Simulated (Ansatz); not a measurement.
Start from MgSe in the rock salt structure (space group Fm-3m, No. 225; a = 5.508 Å).

Level of theory: plane-wave PAW DFT at the PBE level (Ansatz, a quantum-chemistry and plane-wave program, 420 eV), no spin-orbit coupling.

Base values:

```
Item               Result
---------------  --------
Volume per atom  20.89 Å³
Band gap          1.77 eV
```

Now apply this change: cell and atoms relaxed at a pressure of 30 GPa.

Task: What happens to the volume per atom and band gap?

Result: The volume per atom shrinks by 5.08 Å³ (20.89 Å³ → 15.81 Å³); the band gap increases by 0.45 eV (1.77 eV → 2.22 eV).

Load acts through the strain it causes; cell and atoms are relaxed under it. Whether these cells are dynamically stable was not tested. No other phases were tried under pressure.
